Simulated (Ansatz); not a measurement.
## SrTiO3 in the cubic perovskite structure (space group Pm-3m, No. 221)

```xyz
5
Lattice="3.9365 0.0000 0.0000 0.0000 3.9365 0.0000 0.0000 0.0000 3.9365" Properties=species:S:1:pos:R:3 pbc="T T T"
Sr     0.0000     0.0000     0.0000
Ti     1.9682     1.9682     1.9682
O      0.0000     1.9682     1.9682
O      1.9682     1.9682     0.0000
O      1.9682     0.0000     1.9682
```

The values are results of Ansatz (a quantum-chemistry and plane-wave program), PBE, PAW, cutoff 420 eV, spin-orbit coupling left out, not measurements. Settings: 8×8×8 k-points, 0.05 eV Fermi–Dirac smearing.

```json
{
  "volume_per_atom": "12.20 Å³",
  "density": "4.99 g/cm³",
  "band_gap": "1.84 eV, indirect, R → Γ",
  "Lowest conduction-band minima above the VBM": "Γ 1.84 eV",
  "total_energy": "-1550.897 eV/atom (σ→0; compares only within this code and set-up)"
}
```

Whether these cells are dynamically stable was not tested. The final runs are not spin-polarised. Many cubic perovskites are stable only at high temperature; tilts and polar distortions were not tested.
